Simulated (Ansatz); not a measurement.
CdS, response to strain

The reference is CdS in the wurtzite structure (space group P6_3mc, No. 186; a = 4.074 Å, c = 6.637 Å). Axes: x lies along a and z along c of the hexagonal cell.

Strains are applied to the cell and any free atomic positions relax; under biaxial strain the out-of-plane vector relaxes too.

Computed with LDA (Ansatz, a quantum-chemistry and plane-wave program, PAW, no SOC).

Notes on the quantities. in-plane stress: mean in-plane stress (compression positive).

| change | out-of-plane strain | electron mass | band gap | in-plane stress |
|---|---|---|---|---|
| base | – | 0.11 mₑ along c, 0.11 mₑ across (at Γ) | 1.03 eV | – |
| biaxial strain −3.00 %, plane normal [001], relaxed out of plane | +2.90 % | 0.10 mₑ out of plane, 0.12 mₑ in plane (at Γ) | 0.93 eV | +3.1 GPa |
| biaxial strain −2.40 %, plane normal [001], relaxed out of plane | +2.33 % | 0.10 mₑ out of plane, 0.12 mₑ in plane (at Γ) | 0.96 eV | +2.5 GPa |
| biaxial strain −1.80 %, plane normal [001], relaxed out of plane | +1.75 % | 0.10 mₑ out of plane, 0.12 mₑ in plane (at Γ) | 0.98 eV | +1.9 GPa |
| biaxial strain −1.20 %, plane normal [001], relaxed out of plane | +1.18 % | 0.11 mₑ out of plane, 0.12 mₑ in plane (at Γ) | 1.00 eV | +1.2 GPa |
| biaxial strain −0.60 %, plane normal [001], relaxed out of plane | +0.59 % | 0.11 mₑ out of plane, 0.12 mₑ in plane (at Γ) | 1.02 eV | +0.6 GPa |

Masses are band curvatures over ±0.01 Å⁻¹ around the edge. Stability against distortions was not tested.
